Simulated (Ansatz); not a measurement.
What pressure −2 GPa does to NiSi2

The reference is NiSi2 (space group Fm-3m, No. 225; a = 5.387 Å; non-magnetic).

It is then changed as follows: a negative pressure, −2 GPa.

The values are results of r2SCAN (Ansatz, a quantum-chemistry and plane-wave program, PAW, spin-orbit coupling left out), not measurements. k-mesh 15×15×15 (Γ-centred); smearing 0.05 eV (Fermi–Dirac).

```
quantity                             base     changed        shift
-----------------------------  ----------  ----------  -----------
volume per atom                  13.03 Å³    13.19 Å³    +0.165 Å³
density                        4.88 g/cm³  4.82 g/cm³  -0.06 g/cm³
shortest interatomic distance     2.333 Å     2.342 Å    +0.0098 Å
band gap                             zero        zero            –
```

Load acts through the strain it causes; cell and atoms are relaxed under it. Whether these cells are dynamically stable was not tested. Starting moments died away, wholly or in part, for the base; another magnetic solution may exist. The final runs are not spin-polarised.
